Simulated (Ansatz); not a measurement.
The structure below was relaxed with PBE/PAW in Ansatz (a program for electronic structure), scalar-relativistic without spin-orbit coupling, earlier PAW set.

```xyz
1
Lattice="-3.0750 3.0750 3.0750 3.0750 -3.0750 3.0750 3.0750 3.0750 -3.0750" Properties=species:S:1:pos:R:3 pbc="T T T"
Cs     0.0000     0.0000     0.0000
```

Task: Find the space group and the Wyckoff positions.

Result: Space group Im-3m (No. 229); a = b = c = 6.1499 Å, α = β = γ = 90.00°

```tsv
atom	site	symmetry	x	y	z
Cs	2a	m-3m	0.0000	0.0000	0.0000
```

Task: Describe the coordination.

Result: The crystal has 2 atoms in its conventional cell. Lattice parameters: a = b = c = 6.150 Å, α = β = γ = 90.00°. Cs is surrounded by 8 Cs at 5.326 Å (cubic). (Neighbours: up to the widest gap in distance over summed covalent radii, below 1.35, at either atom.)

Whether these cells are dynamically stable was not tested. The final runs are not spin-polarised. The cell was made from Li by this change: Li → Cs.
